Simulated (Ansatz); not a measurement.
Response to strain in Pd

Base system: Pd in the fcc (Cu type) structure (space group Fm-3m, No. 225; relaxed with 0.1 eV smearing).

```
CELL_PARAMETERS angstrom
      0.00000     1.93885     1.93885
      1.93885     0.00000     1.93885
      1.93885     1.93885     0.00000
ATOMIC_POSITIONS crystal
  Pd 0.00000 0.00000 0.00000
```

Cartesian axes are those of the cell as printed.

Strains are applied to the cell and any free atomic positions relax; under biaxial strain the out-of-plane vector relaxes too.

Level of theory: PBEsol in Ansatz (plane waves to 420 eV, PAW, no spin-orbit coupling).

Candidates:
(a) biaxial strain +1.00 %, plane normal [001], relaxed out of plane
(b) biaxial strain −1.00 %, plane normal [001], relaxed out of plane
(c) biaxial strain −3.00 %, plane normal [001], relaxed out of plane
(d) biaxial strain −2.00 %, plane normal [001], relaxed out of plane

Question: Order them by out-of-plane strain, lowest first.

Answer: (a) biaxial strain +1.00 %, plane normal [001], relaxed out of plane (-1.47 %), (b) biaxial strain −1.00 %, plane normal [001], relaxed out of plane (+1.46 %), (d) biaxial strain −2.00 %, plane normal [001], relaxed out of plane (+2.91 %), (c) biaxial strain −3.00 %, plane normal [001], relaxed out of plane (+4.36 %)

Stability against distortions was not tested. The final runs are not spin-polarised.

Ansatz is a quantum-chemistry and plane-wave program.
